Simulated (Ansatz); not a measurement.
System: antifluorite K₂S. Method: LDA in Ansatz (PAW).

Settings: plane-wave cutoff 520 eV, 8×8×8 k mesh, Fermi–Dirac smearing 0.01 eV, scalar-relativistic PAW data made under PBE.

The cell has the measured lattice parameters. Conventional cell: a = 7.3910 Å, b = 7.3910 Å, c = 7.3910 Å, α = 90.00°, β = 90.00°, γ = 90.00°.

```
K2S
1.0
    0.00000     3.69550     3.69550
    3.69550     0.00000     3.69550
    3.69550     3.69550     0.00000
K S
2 1
Direct
  0.25000   0.25000   0.25000
  0.75000   0.75000   0.75000
  0.00000   0.00000   0.00000
```

Q: List the 11 lowest band energies at Γ above −25 eV (eV, relative to the valence band maximum), grouping those that round alike.

A: At Γ: -12.65 (×3), -12.40 (×3), -9.58, -0.21 (×3), 2.12.

Note: cell and atoms aren't relaxed at this level (pressure -1.6 GPa).

Ansatz is a quantum-chemistry and plane-wave program.
